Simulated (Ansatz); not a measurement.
## ZrS₂ in the fluorite structure (space group Fm-3m, No. 225; a hypothetical phase, not in the database extracts checked)

```cif
data_S8Zr4
_chemical_formula_sum 'Zr4 S8'
_space_group_name_H-M_alt 'Fm-3m'
_space_group_IT_number 225
_space_group_name_Hall '-F 4 2 3'
_cell_length_a 6.18860
_cell_length_b 6.18860
_cell_length_c 6.18860
_cell_angle_alpha 90.000
_cell_angle_beta 90.000
_cell_angle_gamma 90.000
loop_
_atom_site_label
_atom_site_type_symbol
_atom_site_symmetry_multiplicity
_atom_site_Wyckoff_symbol
_atom_site_fract_x
_atom_site_fract_y
_atom_site_fract_z
_atom_site_occupancy
Zr1 Zr 4 a 0.00000 0.00000 0.00000 1
S1 S 8 c 0.25000 0.25000 0.25000 1
```
(The calculation used a cell of 3 atoms; values per cell refer to that cell.)

All numbers come from PBEsol/PAW in Ansatz (a program for electronic structure), no spin-orbit coupling. Settings: 13×13×13 k-points, 0.05 eV Fermi–Dirac smearing.

- Volume per atom: 19.75 Å³
- Density: 4.35 g/cm³
- Band gap: zero
- Total energy: -1967.483 eV/atom (σ→0; compares only within this code and set-up)

No phonon test of stability was made. All final runs are without spin polarisation. The zero or small gap of ZrS2 can change with the level of theory.
